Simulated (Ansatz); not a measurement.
# hypothetical diamond Zn with two functionals, pressure 0.7 GPa

Start from Zn in the diamond structure (space group Fd-3m, No. 227; a = 5.827 Å; a hypothetical phase, not in the database extracts checked).

(Cell as relaxed with PBE.)

Levels (all Ansatz, an electronic-structure program, PAW): PBE (420 eV, no spin-orbit coupling); PBEsol (420 eV, without spin-orbit coupling).

Each level relaxes its own structure.

| base | PBE | PBEsol |
|---|---|---|
| volume per atom | 24.73 Å³ | 22.61 Å³ |
| lattice parameter a | 5.827 Å | 5.655 Å |
| band gap | zero | zero |

The change: cell and atoms relaxed at a pressure of 0.7 GPa.

| quantity | PBE | PBEsol |
|---|---|---|
| lattice parameter a | 5.777 Å | ? |
| band gap | zero | ? |

Task: What does PBEsol give?

Result: 
- lattice parameter a, PBEsol: 5.620 Å
- band gap, PBEsol: zero

PBE's lattice parameter a lies 0.157 Å above PBEsol's (2.8 %); the two agree on the band gap. Neither level is exact; PBEsol is the comparison here, not a measurement.

Load acts through the strain it causes; cell and atoms are relaxed under it. No phonon test of stability was made.
